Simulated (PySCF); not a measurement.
PySCF 2.14.0, unrestricted BP86/def2-tzvp, df: Te(F)4 anion (F[Te](F)(F)F), charge -1, multiplicity 2, 5 atoms. The geometry is a generated start, not checked to be a minimum at this level.

```
Quantity                                             Value
-------------------------  -------------------------------
task                                                energy
method                                                bp86
basis                                            def2-tzvp
two-electron scheme                        density fitting
mol.max_memory                                     3000 MB
mf.max_cycle                                           100
mf.init_guess                              minao (default)
mf.DIIS                                    CDIIS (default)
mf.conv_tol                                1e-09 (default)
mf.grids.level                                 3 (default)
effective core potentials  those of the basis set, past Kr
basis functions                                        174
grid points                                          79008
```

```xyz
5

Te     0.0029    -0.0028     0.6786
F      1.0078     1.4178    -0.1742
F      1.4191    -1.0114    -0.1754
F     -1.0114    -1.4152    -0.1751
F     -1.4184     1.0117    -0.1539
```

Charge -1 and multiplicity 2 are set for this test and not shown to be the ground state.

One run each on 2 threads, 1 BLAS thread. Values of diis_space tried: 3, 5, 8 (default), 12, 20.

Question: How does the count of Fock builds change with diis_space, and where is it least?

Answer: Fewest Fock builds, within one of each other: 12 with 24, 20 with 23. The count rises to 39 at 5. The run ends without SCF convergence in 100 cycles at 3.

```csv
diis_space,Fock builds,end
3,101,no convergence
5,39,same solution
8 (default),27,same solution
12,24,same solution
20,23,same solution
```
